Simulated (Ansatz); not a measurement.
**Rb2LiRhF6: Rb → Y**

Start from Rb$_{2}$LiRhF$_{6}$ (space group Fm-3m, No. 225; a = 8.202 Å; a cell from a computed database, its experimental status unchecked).

The change: full substitution Rb → Y; the structure is relaxed again.

Level of theory: PBEsol, PAW, 420 eV (Ansatz, a first-principles code; spin-orbit coupling left out). Settings: 10×10×10 k-points, 0.05 eV Fermi–Dirac smearing, for the changed cell.

```json
[
 {"quantity": "volume per atom", "base": "13.79 Å³", "changed": "12.69 Å³", "shift": "-1.106 Å³"},
 {"quantity": "density", "base": "4.75 g/cm³", "changed": "5.26 g/cm³", "shift": "+0.504 g/cm³"},
 {"quantity": "lattice parameter a", "base": "8.202 Å", "changed": "7.976 Å", "shift": "-0.2254 Å"},
 {"quantity": "space group", "base": "Fm-3m (No. 225)", "changed": "Fm-3m (No. 225)", "shift": "–"},
 {"quantity": "shortest interatomic distance", "base": "1.990 Å", "changed": "1.814 Å", "shift": "-0.176 Å"},
 {"quantity": "band gap", "base": "1.86 eV", "changed": "zero", "shift": "–"},
 {"quantity": "magnetic state", "base": "not spin-polarised", "changed": "ferromagnetic", "shift": "–"},
 {"quantity": "largest site moment", "base": "0.00 μB", "changed": "1.45 μB", "shift": "+1.45 μB"}
]
```

Cost of the whole job for the changed cell (relaxation, final SCF and bands): very roughly 6 core-minutes.

Other magnetic orders, which the real material may have, were not ruled out. Stability against distortions was not tested. As relaxed here, LiY2RhF6 is a hypothetical phase, not in the database extracts checked. No Hubbard U is applied, and correlation can decide whether such a compound is a metal.
